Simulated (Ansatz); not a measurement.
Base system: HfS$_{2}$ in the CdI2 type structure (space group P-3m1, No. 164; a = 3.606 Å, c = 5.768 Å; layered, stacked along the Cartesian z axis).

Method: PBE-D3(BJ)/PAW in Ansatz (an electronic-structure program), no SOC.

Before the change:

```
Item        Value
--------  -------
Band gap  0.85 eV
```

It is then changed as follows: a free-standing slab of 2 layers (6 atoms, 3 a layer) is cut normal to the stacking axis, with 15 Å of vacuum and the in-plane cell relaxed.

Problem. What happens to the band gap, gap character, excess energy per area of both faces and valence-band top at Γ?

Solution. The band gap increases by 0.28 eV to 1.13 eV; the gap character amounts to indirect, Γ → M; the excess energy per area of both faces (slab less bulk energy over the cell's area: twice a surface energy) amounts to 0.41 J/m²; the valence-band top at Γ (three highest levels, from the VBM) is 0.00, 0.00, -0.09 eV.

Slab and bulk use different k-meshes, which limits the precision of the excess energy. Spin-orbit coupling, missing from the scalar runs, can matter with Hf. Stability against distortions was not tested.
